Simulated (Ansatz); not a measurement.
Consider the energy of the reaction as written. Reaction: cell B + 2 O2 (gas) → cell A. A negative value means that the right-hand side lies lower.

Cell A: a stack of composition Cu20C8O4 built on Cu (fcc, Fm-3m) (111), with 20 atoms on that crystal's sites, 32 atoms, hexagonal cell of 5.04 Å (22.0 Å²), symmetry P3m1 within 0.02 Å, 12.4 Å thick under 16 Å of vacuum, in-plane vectors held at the crystal's, which may strain the added film; planes from bottom to top: Cu4 × 5 | O4 | C8, its two faces unlike (dipole correction applied), in two parts with no bond between them, 2.9 Å apart at the widest; spin state with PBE: run without spin, k-point mesh 9×9×1.
```
CELL_PARAMETERS angstrom
      5.03951     0.00000     0.00000
      2.51975     4.36434     0.00000
      0.00000     0.00000    28.90427
ATOMIC_POSITIONS crystal
  Cu 0.83333 0.33333 0.28658
  Cu 0.33333 0.33333 0.28658
  Cu 0.83333 0.83333 0.28658
  Cu 0.33333 0.83333 0.28658
  Cu 0.00000 0.00000 0.35821
  Cu 0.50000 0.00000 0.35821
  Cu 0.00000 0.50000 0.35821
  Cu 0.50000 0.50000 0.35821
  Cu 0.16667 0.16667 0.42931
  Cu 0.66667 0.16667 0.42931
  Cu 0.16667 0.66667 0.42931
  Cu 0.66667 0.66667 0.42931
  Cu 0.83333 0.33333 0.50043
  Cu 0.33333 0.33333 0.50043
  Cu 0.83333 0.83333 0.50043
  Cu 0.33333 0.83333 0.50043
  Cu 0.00000 0.00000 0.57292
  Cu 0.50000 0.00000 0.57292
  Cu 0.00000 0.50000 0.57292
  Cu 0.50000 0.50000 0.57292
  O  0.16667 0.16667 0.61557
  O  0.66667 0.16667 0.61557
  O  0.16667 0.66667 0.61557
  O  0.66667 0.66667 0.61557
  C  0.00000 0.00000 0.71637
  C  0.16667 0.16667 0.71630
  C  0.00000 0.50000 0.71637
  C  0.16667 0.66667 0.71630
  C  0.50000 0.00000 0.71637
  C  0.66667 0.16667 0.71630
  C  0.50000 0.50000 0.71637
  C  0.66667 0.66667 0.71630
```

Cell B: a stack of composition Cu20C8 built on Cu (fcc, Fm-3m) (111), with 20 atoms on that crystal's sites, 28 atoms, hexagonal cell of 5.04 Å (22.0 Å²), symmetry P3m1 within 0.02 Å, 11.3 Å thick under 17 Å of vacuum, in-plane vectors held at the crystal's, which may strain the added film; planes from bottom to top: Cu4 × 5 | C8, its two faces unlike (dipole correction applied), in two parts with no bond between them, 3.1 Å apart at the widest; spin state with PBE: run without spin, k-point mesh 9×9×1.
```xyz
28
Lattice="5.0395 0.0000 0.0000 2.5198 4.3643 0.0000 0.0000 0.0000 27.9312" Properties=species:S:1:pos:R:3 pbc="T T T"
Cu     5.0395     1.4548     8.3344
Cu     2.5198     1.4548     8.3344
Cu     6.2994     3.6369     8.3344
Cu     3.7796     3.6369     8.3344
Cu     0.0000     0.0000    10.4035
Cu     2.5198     0.0000    10.4035
Cu     1.2599     2.1822    10.4035
Cu     3.7796     2.1822    10.4035
Cu     1.2599     0.7274    12.4533
Cu     3.7796     0.7274    12.4533
Cu     2.5198     2.9096    12.4533
Cu     5.0395     2.9096    12.4533
Cu     5.0395     1.4548    14.4999
Cu     2.5198     1.4548    14.4999
Cu     6.2994     3.6369    14.4999
Cu     3.7796     3.6369    14.4999
Cu     0.0000     0.0000    16.5538
Cu     2.5198     0.0000    16.5538
Cu     1.2599     2.1822    16.5538
Cu     3.7796     2.1822    16.5538
C      0.0000     0.0000    19.6245
C      1.2599     0.7274    19.6266
C      1.2599     2.1822    19.6245
C      2.5198     2.9096    19.6266
C      2.5198     0.0000    19.6245
C      3.7796     0.7274    19.6266
C      3.7796     2.1822    19.6245
C      5.0395     2.9096    19.6266
```

Reference: an isolated O2 molecule (triplet) in a box of 11 × 11 × 13 Å.

Plane-wave PAW calculations with Ansatz (a program for electronic structure), its default PAW set, cutoff 420 eV, 500 eV for r2SCAN. The structures are at rest with PBE+D3(BJ), within the held lattices; other levels are single points on them. Neutral cells; Fermi-Dirac smearing of at most 0.10 eV in the solids, energies taken to zero width. The lattices are those relaxed with PBE+D3(BJ) or held as stated, so at other levels the solids can be strained, which adds to the spread. Larger cells are relaxed from a start prepared with the learned potential CHGNet, on a coarser mesh till forces fall under 0.03 eV/Å, which some starts already meet. A dispersion term (D3(BJ), or D4 for r2SCAN) was computed beside these levels and is taken off wherever the name lacks it. Static lattices, no vibrational contributions. No structure search was made; lower ones may exist. No Hubbard U is applied. No correction for cell size. Cell A has symmetry P3m1 within 0.02 Å and got no random move, so less symmetric positions, which may lie lower, weren't tried. Cell B has symmetry P3m1 within 0.02 Å and got no random move, so less symmetric positions, which may lie lower, weren't tried.

Question: What value does r2SCAN give?

Answer: 0.49 eV, for cell B + 2 O2 (gas) → cell A.

Question: List the value at the remaining levels and say how far they part.

Answer: 
| Method | value (eV) | less r2SCAN |
|---|---|---|
| PBE | 1.07 | 0.58 |
| PBE+D3(BJ) | 0.65 | 0.16 |
| r2SCAN+D4 | 0.22 | -0.27 |

The levels shown span 0.85 eV, from r2SCAN+D4 (0.22) to PBE (1.07).
